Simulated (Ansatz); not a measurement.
Here is the system:

```
CELL_PARAMETERS angstrom
      0.00000     3.23067     3.40257
      3.23067     0.00000     3.40257
      3.23067     3.23067     0.00000
ATOMIC_POSITIONS crystal
  Cd 0.00000 0.00000 0.00000
  Te 0.25000 0.25000 0.25000
```

All values below come from r2SCAN with spin-orbit coupling, rigid bands (plane waves, PAW; Ansatz, an electronic-structure program). Condition of this run: uniaxial stress zz = -1 GPa (compression positive) (the target of the relaxation). How the cell was made: cell and atoms relaxed with r2SCAN, then loaded as said.

What conductivity effective mass do dilute holes have at 300 K?

0.37 (x), 0.37 (y), 0.66 (z) mₑ.

Predict the electron conductivity mass (n e² τ/σ) at 300 K, by direction if it differs.

0.091 (x), 0.091 (y), 0.094 (z) mₑ.

And the band gap?

0.81 eV at this level; semilocal functionals usually fall short of the measured gap.

Rigid bands, one relaxation time for all states, no polarons.
